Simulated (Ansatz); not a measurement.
Consider the following.

Host crystal: wurtzite GaN, with a band gap (PBE, scalar-relativistic without spin-orbit coupling).

End structure of Li on the (0001) surface of wurtzite GaN (2x2 with 3 H on 4 top atoms; a constructed slab, bottom: 3 H on 4 bottom sites), one in a cell of 36 Å², started at the site 'top H #2':

```
CELL_PARAMETERS angstrom
      6.43695     0.00000     0.00000
     -3.21848     5.57456     0.00000
      0.00000     0.00000    33.00000
ATOMIC_POSITIONS crystal
  N  0.33363 0.16637 0.32521
  N  0.83273 0.16637 0.32520
  N  0.33363 0.66727 0.32520
  N  0.83333 0.66667 0.32295
  Ga 0.16665 0.33335 0.34415
  Ga 0.67412 0.34820 0.34303
  Ga 0.15180 0.82588 0.34303
  Ga 0.67409 0.82591 0.34303
  N  0.16667 0.33333 0.40304
  N  0.66667 0.33333 0.40304
  N  0.16667 0.83333 0.40304
  N  0.66667 0.83333 0.40304
  Ga 0.33333 0.16667 0.42262
  Ga 0.83333 0.16667 0.42262
  Ga 0.33333 0.66667 0.42262
  Ga 0.83333 0.66667 0.42262
  N  0.33312 0.16688 0.48213
  N  0.83356 0.16650 0.48230
  N  0.33350 0.66644 0.48230
  N  0.83313 0.66687 0.48236
  Ga 0.16666 0.33314 0.50220
  Ga 0.66621 0.33316 0.50204
  Ga 0.16661 0.83353 0.50203
  Ga 0.66656 0.83323 0.50205
  N  0.16632 0.33274 0.56187
  N  0.66495 0.33246 0.56178
  N  0.16644 0.83379 0.56177
  N  0.66604 0.83310 0.56163
  Ga 0.33238 0.16622 0.58183
  Ga 0.83227 0.16605 0.58152
  Ga 0.33309 0.66670 0.58154
  Ga 0.83242 0.66636 0.58147
  N  0.33178 0.16604 0.64226
  N  0.83233 0.16699 0.64098
  N  0.33153 0.66592 0.64101
  N  0.83247 0.66546 0.64095
  Ga 0.16485 0.33340 0.66101
  Ga 0.66593 0.33305 0.66097
  Ga 0.16491 0.83179 0.66101
  Ga 0.66568 0.83283 0.66320
  H  0.33203 0.16797 0.29412
  H  0.83594 0.16797 0.29411
  H  0.33203 0.66406 0.29411
  H  0.15594 0.34199 0.71052
  H  0.68199 0.34103 0.71052
  H  0.15620 0.81469 0.71053
  Li 0.99732 0.49915 0.72610
```

Model: 47-atom slab, 13.8 Å thick at the start with caps and adatoms under the adsorbate (thin: gaps and levels are the slab's own), 4x4x1 mesh, Fermi-Dirac 0.01 eV, dipole correction, 23 atoms held, the rest relaxed; no symmetry held; spin-polarised, ending with about 1.0 μB a cell; orders that need a larger cell were not tried, no spin-orbit, no U, no dispersion correction. At the end it is bonded to 3 Ga + 3 H. In PBE it is, or lies within 0.03 eV of, the lowest of the starts that converged.

A negative adsorption energy means that the adsorbate is more stable on the surface than in its reference.

Question: Give the gap of the slab on its k-mesh at the level PBE in Ansatz (a program for electronic structure).

Answer: 0.27 eV

Question: What is the computed highest filled level below the top vacuum level (PBE)?

Answer: 2.78 eV

Question: What change of the step from the bottom to the top vacuum level, against the clean slab does PBE give?

Answer: -2.46 eV

Question: Estimate the adsorption energy against an atom of bcc Li that PBE returns for this input.

Answer: -0.36 eV
